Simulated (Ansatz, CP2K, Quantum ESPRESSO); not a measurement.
# One structure in several programs: SnAu₅ (P1, 6 atoms in the cell)

Self-consistent single point, at a second geometry (atoms moved at random). First geometry:

```xyz
6
Lattice="2.5252 1.4579 4.8645 -2.5252 1.4579 4.8645 0.0000 -2.9159 4.8645" Properties=species:S:1:pos:R:3 pbc="T T T"
Sn     0.0000     0.0000     0.0000
Au     0.0000     0.0000     9.7797
Au     0.0000     0.0000     4.8137
Au     0.8314    -1.4400     7.2967
Au     0.8314     1.4400     7.2967
Au    -1.6628     0.0000     7.2967
```

Second geometry:
```yaml
crystal:
  lattice:
    - [2.52523, 1.45794, 4.86447]
    - [-2.52523, 1.45794, 4.86447]
    - [0.00000, -2.91588, 4.86447]
  atoms:
    - { symbol: Sn, position: [0.99545, 0.01031, 0.99143] }
    - { symbol: Au, position: [0.67108, 0.67857, 0.65382] }
    - { symbol: Au, position: [0.32937, 0.32558, 0.33097] }
    - { symbol: Au, position: [0.52297, 0.15973, 0.82961] }
    - { symbol: Au, position: [0.80965, 0.50834, 0.18665] }
    - { symbol: Au, position: [0.17147, 0.81748, 0.50752] }
```

Shared settings, as Ansatz (a first-principles code) writes them: kpoints.mp_grid.grid = 5 5 5; scf.occupations.method = gaussian; scf.occupations.width = 0.0073 Ry. Potentials and cutoffs stand in the table.

```csv
code,model,ΔF from the first geometry (meV/atom),pressure (GPa),largest force (eV/Å),cutoff
Quantum ESPRESSO,"PBEsol, GBRV 1.5 ultrasoft (PBESOL) pseudopotentials",13.3,0.53,0.637,40 Ry
CP2K,"PBEsol, GPW, DZVP-MOLOPT-SR-GTH basis, GTH-PBE potentials (GTH_POTENTIALS)",18.1,8.98,0.865,grid 500 Ry
Ansatz,"PBEsol, PAW files made with PBE",13.3,0.85,0.636,30.9 Ry
```

Size of the force on each atom (eV/Å): Sizes of forces hide their directions.

| code | Sn1 | Au2 | Au3 | Au4 | Au5 | Au6 |
|---|---|---|---|---|---|---|
| Quantum ESPRESSO | 0.428 | 0.438 | 0.231 | 0.549 | 0.637 | 0.190 |
| CP2K | 0.600 | 0.566 | 0.322 | 0.782 | 0.865 | 0.236 |
| Ansatz | 0.425 | 0.440 | 0.229 | 0.546 | 0.636 | 0.190 |

On Ansatz's run: spin-orbit coupling is off.

The spread over the programs that give each value: ΔF from the first geometry within 4.8 meV/atom; pressure within 8.45 GPa; largest force within 0.229 eV/Å.

CP2K uses small atom-centred bases, whose incompleteness enters pressures, forces and empty levels differently from a plane-wave cutoff. Ansatz's pressure is given at a fixed set of plane waves, as the other plane-wave codes print theirs; with its correction for the finite basis it is 0.89 GPa. In the pressure, CP2K (by 8.29) lies more than 1 GPa from the median of the plane-wave programs. In the force vectors, CP2K (by 0.234) lies more than 0.08 eV/Å from the median of the plane-wave programs.

The starting cell comes from a database of computed structures (which also holds hypothetical and non-ambient phases and stackings), without a prior relaxation at this level. Its lattice was rescaled by a random factor within 2.5 % of one. For this run, on top of that: atoms moved at random.

Keys are those of Ansatz 0.2.
